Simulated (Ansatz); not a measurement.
Pressure series in hypothetical Pm-3n InP

The reference is InP (space group Pm-3n, No. 223; a hypothetical phase, not in the database extracts checked).

```
CELL_PARAMETERS angstrom
      7.33425     0.00000     0.00000
      0.00000     7.33425     0.00000
      0.00000     0.00000     7.33425
ATOMIC_POSITIONS crystal
  In 0.25000 0.00000 0.50000
  In 0.50000 0.25000 0.00000
  In 0.50000 0.75000 0.00000
  In 0.75000 0.00000 0.50000
  In 0.00000 0.50000 0.75000
  In 0.00000 0.50000 0.25000
  P  0.25000 0.50000 0.00000
  P  0.00000 0.25000 0.50000
  P  0.00000 0.75000 0.50000
  P  0.75000 0.50000 0.00000
  P  0.50000 0.00000 0.75000
  P  0.50000 0.00000 0.25000
```

Cell and atoms are relaxed at each pressure.

Computed with Ansatz (a program for electronic structure), PBE, PAW, cutoff 420 eV, no SOC.

Computed cases, in order: pressure −2 GPa; pressure −1 GPa; 0 GPa (base); pressure 0.3 GPa; pressure 0.7 GPa; pressure 1.5 GPa; pressure 3 GPa; pressure 5 GPa; pressure 7.5 GPa; pressure 10 GPa.

Between which two neighbouring cases does the gap turn between direct and indirect?

Between pressure 7.5 GPa (1.16 eV, direct at Γ) and pressure 10 GPa (1.21 eV, indirect, Γ → Γ–X (67 % along)). The whole series: pressure −2 GPa: 0.22 eV, direct at Γ; pressure −1 GPa: 0.37 eV, direct at Γ; 0 GPa (base): 0.50 eV, direct at Γ; pressure 0.3 GPa: 0.54 eV, direct at Γ; pressure 0.7 GPa: 0.58 eV, direct at Γ; pressure 1.5 GPa: 0.67 eV, direct at Γ; pressure 3 GPa: 0.82 eV, direct at Γ; pressure 5 GPa: 0.98 eV, direct at Γ; pressure 7.5 GPa: 1.16 eV, direct at Γ; pressure 10 GPa: 1.21 eV, indirect, Γ → Γ–X (67 % along).

Load acts through the strain it causes; cell and atoms are relaxed under it. Whether these cells are dynamically stable was not tested. Competing high-pressure phases were not computed. The zero or small gap of InP under pressure −2 GPa can change with the level of theory.
